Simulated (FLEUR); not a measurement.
A self-consistent single point of Li (Im-3m, 1 atom in the cell) with FLEUR

Level of theory: PBE, all-electron FLAPW (FLEUR), scalar-relativistic valence in FLEUR.

Input:

Input of the input generator:

```
Li crystal
&input film=f /
-3.2984224642 3.2984224642 3.2984224642
3.2984224642 -3.2984224642 3.2984224642
3.2984224642 3.2984224642 -3.2984224642
1.0
1.0 1.0 1.0

1
3 0.0000000000 0.0000000000 0.0000000000

&comp jspins=1 /
&kpt div1=17 div2=17 div3=17 /
&end /
```

```xml
<?xml version="1.0" encoding="UTF-8" standalone="no"?>
<fleurInput fleurInputVersion="0.39">
   <comment>
      Li crystal                                                                                          
   </comment>
   <calculationSetup>
      <cutoffs Kmax="3.8" Gmax="15.2" GmaxXC="15.2" numbands="0"/>
      <scfLoop itmax="100" minDistance="0.00001" maxIterBroyd="15" imix="Anderson" alpha="0.05" precondParam="0.0" spinf="2.0"/>
      <coreElectrons ctail="T" frcor="F" kcrel="0" coretail_lmax="0"/>
      <xcFunctional name="pbe" relativisticCorrections="F"/>
      <magnetism jspins="1"/>
      <soc l_soc="F" theta="0.0" phi="0.0" spav="F"/>
      <expertModes spex="0" secvar="F"/>
      <geometryOptimization l_f="T" forcealpha="1.0" forcemix="BFGS" epsdisp="0.00001" epsforce="0.00001"/>
      <ldaU l_linMix="F" mixParam="0.05" spinf="1.0"/>
   </calculationSetup>
   <cell>
      <bzIntegration valenceElectrons="1.0" mode="hist" fermiSmearingEnergy="0.00367493">
         <kPointListSelection listName="default-1"/>
         <!-- k-points included here -->
         <xi:include xmlns:xi="http://www.w3.org/2001/XInclude" href="kpts.xml"> </xi:include>
      </bzIntegration>
      <!-- symmetry operations included here -->
      <xi:include xmlns:xi="http://www.w3.org/2001/XInclude" href="sym.xml"> </xi:include>
      <bulkLattice scale="1.0">
         <bravaisMatrix>
            <row-1>   -3.2984224642000002     3.2984224642000002     3.2984224642000002</row-1>
            <row-2>    3.2984224642000002    -3.2984224642000002     3.2984224642000002</row-2>
            <row-3>    3.2984224642000002     3.2984224642000002    -3.2984224642000002</row-3>
         </bravaisMatrix>
      </bulkLattice>
   </cell>
   <atomSpecies>
      <species name="Lithium (Li)" element="Li" atomicNumber="3">
         <mtSphere radius="2.62" gridPoints="923" logIncrement="0.011"/>
         <atomicCutoffs lmax="10" lnonsphr="8"/>
         <electronConfig flipSpins="F">
            <coreConfig>(1s1/2)</coreConfig>
            <valenceConfig>(2s1/2)</valenceConfig>
            <stateOccupation state="(2s1/2)" spinUp="0.5" spinDown="0.5"/>
         </electronConfig>
         <energyParameters s="2" p="2" d="3" f="4"/>
      </species>
   </atomSpecies>
   <atomGroups>
      <atomGroup species="Lithium (Li)">
         <relPos label="                   1">.0000000000 .0000000000 .0000000000</relPos>
         <force calculate="T" relaxXYZ="TTT"/>
      </atomGroup>
   </atomGroups>
   <output dos="F" band="F" slice="F">
      <checks vchk="F" cdinf="F"/>
      <bandDOS minEnergy="-.5*Htr" maxEnergy="0.5*Htr" sigma="0.015" storeEVData="T"/>
      <vacuumDOS vacdos="F" integ="F" star="F" nstars="0" locx1="0.0" locy1="0.0" locx2="0.0" locy2="0.0" nstm="0" tworkf="0.0"/>
      <unfoldingBand unfoldBand="F" supercellX="1" supercellY="1" supercellZ="1"/>
      <plotting iplot="0" polar="F">
         <plot TwoD="T" vec1="  1.0  0.0  0.0" vec2="  0.0  1.0  0.0" vec3="  0.0  0.0  1.0" zero="  0.0  0.0  0.0" file="plot"/>
      </plotting>
      <chargeDensitySlicing numkpt="0" minEigenval="0.0" maxEigenval="0.0" nnne="0" pallst="F"/>
      <specialOutput eonly="F"/>
      <magneticCircularDichroism mcd="F" energyLo="-10.0" energyUp="0.0"/>
   </output>
  <!-- We include the file relax.xml here to enable relaxations (see documentation) -->
  <xi:include xmlns:xi="http://www.w3.org/2001/XInclude" href="relax.xml"> <xi:fallback/> </xi:include>
</fleurInput>
```

The program printed (abridged):

```
      Welcome to FLEUR        (www.flapw.de)
      MaX-Release 8.1          (www.max-centre.eu)

 ========== k-point set info ==========
 Selected k-point list: default-1
 k-point list type: mesh
 17 x 17 x 17
 Number of k points: 165

 ------------Calculation Setup---------------------------
           1           3           5          11          15          33          55         165
 Number of basis functions:          143
 Iteration:     1   Distance:       0.80393287 me/bohr^3
 Iteration:     2   Distance:       0.75174602 me/bohr^3
 Iteration:     3   Distance:       0.06421990 me/bohr^3
 Iteration:     4   Distance:       0.00406089 me/bohr^3
 Iteration:     5   Distance:       0.00253361 me/bohr^3
 Iteration:     6   Distance:       0.00007510 me/bohr^3
 Iteration:     7   Distance:       0.00015562 me/bohr^3
 Iteration:     8   Distance:       0.00000082 me/bohr^3

 Run finished successfully
 Stop message:
   Structural relaxation: Done

[file out, last iteration]
             iter=      9
          p o t e n t i a l   g e n e r a t o r
[...]
          integral of pseudo charge density inside the slab=        0.000000   0.000000
     coulomb potential in the interstitial region:
          density-coulomb potential integrals
          total density-coulomb potenti       -8.5065975229
          density-effective potential integrals for spin  1
          total density-effective poten   -1.0888270921E+01
          charge density-energy density integrals
          total charge density-energy d   -1.8614135825E+00
 Updated energy parameters for spin:           1
  Atom    1 2s branch from -1.70 to  1.01 htr. ; e_l =  0.0723
  Atom    1 2p branch from -9.99 to  0.87 htr. ; e_l =  0.1576
  Atom    1 3d branch from -9.99 to  2.02 htr. ; e_l =  0.3514
  Atom    1 4f branch from -9.99 to  3.23 htr. ; e_l =  0.5114
[...]
 fermi energy and band-weighting factors:
at  -0.41176   0.47059   0.47059   k-weight:    0.001628
    5 eigenvalues :
    0.188322    0.188322    0.211342    0.321911    0.321911
   [... 2 blocks of this kind left out ...]

[...]
FERMIE:
          first approx. to ef    (T=0)  :   0.013945 htr   (energy of the highest occ. eigenvalue)
          number of occ. states  (T=0)  :         84
          first approx. to seigv (T=0)  :  -0.036784 htr
          sum of weights of occ. states :   0.507022
          sum of semicore charge        :   0.000000 e
FERHIS:  Fermi-Energy by histogram:
          bandgap                     :   0.001519 htr
          charge neutrality (T=0)     :   0.014044    (zero if the highest occ. eigenvalue is "entirely" occupied)
     EF_NEWTON:  Adjust Fermi-Energy by Newton-Method.
               Number of iterations needed  :   4
               The error in the weight is   :  0.11102E-15
               The error in ef is           : -0.15744E-16 htr
     -->  new fermi energy            :   0.013504 htr
          valence charge              :   1.000000 e
          actual charge blw ef-8kt    :   0.671280 e
          actual charge blw ef+8kt    :   1.000000 e
          number of occ. states       :       117
          sum of the valence weights  :    0.500000
          entropy         :   0.167488 *kb htr/K =   0.00000 htr/K
          sum of val. single particle energies:        -0.0366926875 htr
          valence density: spin= 1
[...]
     l-like charge
     atom     s        p        d        f        total
 -->  1    0.25910  0.21769  0.00858  0.00050    0.48590
          total charge for spin  1=    1.000000
          interst. charge =       0.514095
          mt charge=              0.485905
          total charge  =    1.000000
          z=  3.     r(1)=  0.103202E-03     dx= 0.011000     m.t.index= 923
               n    l     j    energy       weight
               1.   0.   0.5   -1.6989      2.0000
          atom type    1  (spin 1)
          kinetic energy=  0.715728345678E+01     sum of the eigenvalues= -0.339776700913E+01
          0.00090069  electrons lost from core.
          total charge for spin  1=    3.000000
          interst. charge =       0.514975
          mt charge=              2.485025
          total charge  =    3.000000
          zc=     3.000000     qfix=    1.000000
     t o t a l  e n e r g y
          sum of eigenvalues =                -3.4344596966
          density-coulomb potential int       -8.5065975229
          density-effective potential i      -10.8882709206
          charge density-ex.-corr.energ       -1.8614135825
          el.-nucl. inter. diff. m.t.          8.4588671748
          Madelung term for atom type:        -0.4018345303
 ---->    total energy=                       -7.5216028251 htr
 ---->    (input%tkb*entropy) TS=              0.0006155065 htr
 ---->    free energy=                        -7.5222183316 htr
      extrapolation for T->0
 ---->    total electron energy=              -7.5219105783 htr
 ***** TOTAL FORCES ON ATOMS *****
 TOTAL FORCE FOR ATOM TYPE=  1  X=  0.000   Y=  0.000   Z=  0.000
                       FX_TOT= 0.000000 FY_TOT= 0.000000 FZ_TOT= 0.000000
 Structural relaxation: Done
```

The run converged in 8 iterations. FLEUR gives forces in its relaxation mode, with a further iteration, so its stop message speaks of a relaxation.

The starting cell comes from a database of computed structures (which also holds hypothetical and non-ambient phases and stackings), without a prior relaxation at this level. Its lattice was rescaled by a random factor within 2.5 % of one. Values depend on the basis (sphere radii, cutoffs, local orbitals), which need not be converged. The log's line on a gap gives a spacing of levels on this mesh, which the program prints for metals too.
